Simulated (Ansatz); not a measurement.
**CdS in the wurtzite structure (space group P6_3mc, No. 186)**

```cif
data_Cd2S2
_chemical_formula_sum 'Cd2 S2'
_space_group_name_H-M_alt 'P63mc'
_space_group_IT_number 186
_space_group_name_Hall 'P 6c -2c'
_cell_length_a 4.19659
_cell_length_b 4.19659
_cell_length_c 6.83017
_cell_angle_alpha 90.000
_cell_angle_beta 90.000
_cell_angle_gamma 120.000
loop_
_atom_site_label
_atom_site_type_symbol
_atom_site_symmetry_multiplicity
_atom_site_Wyckoff_symbol
_atom_site_fract_x
_atom_site_fract_y
_atom_site_fract_z
_atom_site_occupancy
Cd1 Cd 2 b 0.66667 0.33333 0.49917 1
S1 S 2 b 0.33333 0.66667 0.37563 1
```

Level of theory: Kohn–Sham DFT with the PBE functional, run in Ansatz (a quantum-chemistry and plane-wave program) with PAW and 420 eV plane waves, spin-orbit coupling left out, earlier PAW set. Γ-centred 9×9×5 mesh, Fermi–Dirac width 0.05 eV.

- Volume per atom = 26.04 Å³
- Density = 4.61 g/cm³
- Band gap = 1.11 eV, direct at Γ
- Electron mass = 0.12 mₑ along c, 0.13 mₑ across
- Lowest conduction-band minima above the VBM = Γ 1.11 eV
- Total energy = -4578.951 eV/atom (σ→0; compares only within this code and set-up)

Masses are band curvatures over ±0.01 Å⁻¹ around the edge. No phonon test of stability was made.
